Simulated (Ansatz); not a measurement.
```
OsZr
1.0
    3.24603     0.00000     0.00000
    0.00000     3.24603     0.00000
    0.00000     0.00000     3.24603
Zr Os
1 1
Direct
  0.50000   0.50000   0.50000
  0.00000   0.00000   0.00000
```

Computed with PBEsol with spin-orbit coupling, DFPT electron-phonon coupling, linearised Boltzmann equation (plane waves, PAW; Ansatz, a quantum-chemistry and plane-wave program). Condition of this run: spin-orbit coupling switched on. Geometry: relaxed with this functional, without spin-orbit coupling.

Task: Estimate the phonon-limited resistivity at 50 K, by direction if it differs.

Result: 0.189 μΩ·cm.

A metal at this level (no band gap). Only scattering by harmonic phonons is included (no impurities, grain boundaries, electron-electron scattering or thermal expansion). Halving the electron mesh (20x20x20) moves the resistivity by up to 14 % at 50 K. Smearing 0.20 eV; phonons on a 4x4x4 q mesh, which this run doesn't test.

Formula and space group known from diffraction (Crystallography Open Database), not checked to be the room-temperature form: ZrOs (Pm-3m).
